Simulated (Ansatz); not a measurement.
The reference is Zr in the hcp (Mg type) structure (space group P6_3/mmc, No. 194; a = 3.2460 Å, c = 5.1507 Å). Axes: x lies along a and z along c of the hexagonal cell.

All numbers come from r2SCAN in Ansatz (plane waves to 500 eV, PAW, no SOC).

Strains are applied to the cell and any free atomic positions relax; under biaxial strain the out-of-plane vector relaxes too.

One change was made to it. Results:

The pressure (mean of the normal stresses, compression positive) goes from zero to 0.4 GPa; the volume per atom shrinks by 0.10 Å³ to 23.40 Å³; the band gap remains zero.

Q: Which change produced these results?
A. biaxial strain −0.35 %, plane normal [001], relaxed out of plane
B. strain tensor (xx, yy, zz, yz, xz, xy) = (+0.63, +1.50, +0.30, +1.20, −1.76, −0.46) %
C. uniaxial strain ε_xx = −0.83 %
D. biaxial strain −2.39 %, plane normal [001], relaxed out of plane

A: A, biaxial strain −0.35 %, plane normal [001], relaxed out of plane. For comparison, the volume per atom in the other runs: uniaxial strain ε_xx = −0.83 % gives 23.31 Å³; biaxial strain −2.39 %, plane normal [001], relaxed out of plane gives 22.81 Å³; strain tensor (xx, yy, zz, yz, xz, xy) = (+0.63, +1.50, +0.30, +1.20, −1.76, −0.46) % gives 24.06 Å³.

Without a gap, meshes like the base's 16×16×9 leave anisotropic stresses uncertain by several tenths of a GPa, and small strain energies with them. Stability against distortions was not tested. The final runs are not spin-polarised.

Ansatz is a quantum-chemistry and plane-wave program.
